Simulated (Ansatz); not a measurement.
```
CELL_PARAMETERS angstrom
     21.50000     0.00000     0.00000
      0.00000    21.50000     0.00000
      0.00000     0.00000     3.29900
ATOMIC_POSITIONS crystal
  P  0.68094 0.53967 0.50000
  P  0.72194 0.59967 0.00000
  P  0.62307 0.63845 0.00000
  P  0.62097 0.71109 0.50000
  P  0.51818 0.68435 0.50000
  P  0.47379 0.74188 0.00000
  P  0.40636 0.65983 0.00000
  P  0.33662 0.68028 0.50000
  P  0.33030 0.57426 0.50000
  P  0.26186 0.54982 0.00000
  P  0.31906 0.46033 0.00000
  P  0.27806 0.40033 0.50000
  P  0.37693 0.36155 0.50000
  P  0.37903 0.28891 0.00000
  P  0.48182 0.31565 0.00000
  P  0.52621 0.25812 0.50000
  P  0.59364 0.34017 0.50000
  P  0.66338 0.31972 0.00000
  P  0.66970 0.42574 0.00000
  P  0.73814 0.45018 0.50000
```

Levels: PBE (plane waves to 420 eV, PAW; Ansatz, a program for electronic structure); r2SCAN (plane waves to 500 eV, PAW; Ansatz); HSE06 (Ansatz). Unmarked values and the geometry are of the first. Mesh 1×1×10. No spin polarisation. One-dimensional cell, images about 11 Å apart. A model structure. It keeps the symmetry and period of its start, so it need not be a minimum against all distortions. HSE06 ran on a 1×1×6 mesh and at PBE's edge points. Buckling under compression is shut out by symmetry and the short period.

Q: Say what this body is, and give its properties.

A: (5,5) blue phosphorus nanotube. A hypothetical model, rolled from the flat sheet.
| Property | Value |
|---|---|
| mean diameter | 9.21 Å |
| radii of the innermost and outermost atoms | 3.98 and 5.23 Å |
| energy over the flat sheet | +84 meV/atom |
| PBE gap | 1.75 eV, indirect, from k = 0.125 × 2π/c to Γ |
| electron mass along the axis (PBE) | 0.14 mₑ |
| hole mass along the axis (PBE) | 1.1 mₑ |
| valence and conduction edges under the vacuum level (PBE) | 5.65 and 3.90 eV |
| r2SCAN gap at this geometry | 2.01 eV |
| HSE06 gap at this geometry | 2.52 eV |
| axial stiffness dF/dε | 174 nN |
